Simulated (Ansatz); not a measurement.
## A computed series for Cu2O: element substitutions

Start from Cu$_{2}$O (space group Pn-3m, No. 224).

```
CELL_PARAMETERS angstrom
      4.22208     0.00000     0.00000
      0.00000     4.22208     0.00000
      0.00000     0.00000     4.22208
ATOMIC_POSITIONS crystal
  Cu 0.75000 0.75000 0.75000
  Cu 0.75000 0.25000 0.25000
  Cu 0.25000 0.75000 0.25000
  Cu 0.25000 0.25000 0.75000
  O  0.00000 0.00000 0.00000
  O  0.50000 0.50000 0.50000
```

Each row replaces one element on all its sites; cell and atoms are relaxed.

Method: PBEsol (Ansatz, a first-principles code), no spin-orbit coupling, earlier PAW set.

```csv
variant,shortest interatomic distance,density
base,182.8 pm,6.31 g/cm³
Cu → V,183.1 pm,5.18 g/cm³
Cu → Al,187.3 pm,2.87 g/cm³
O → N,180.8 pm,6.43 g/cm³
```

No phonon test of stability was made. As relaxed here, V2O, Al2O and Cu2N are hypothetical phases, not in the database extracts checked. Seeded moments were not kept for Cu → V. No Hubbard U is applied, and correlation can decide whether such a compound is a metal. All final runs are without spin polarisation. Cu2N has a high density of states at the Fermi level and may be magnetic at this level.
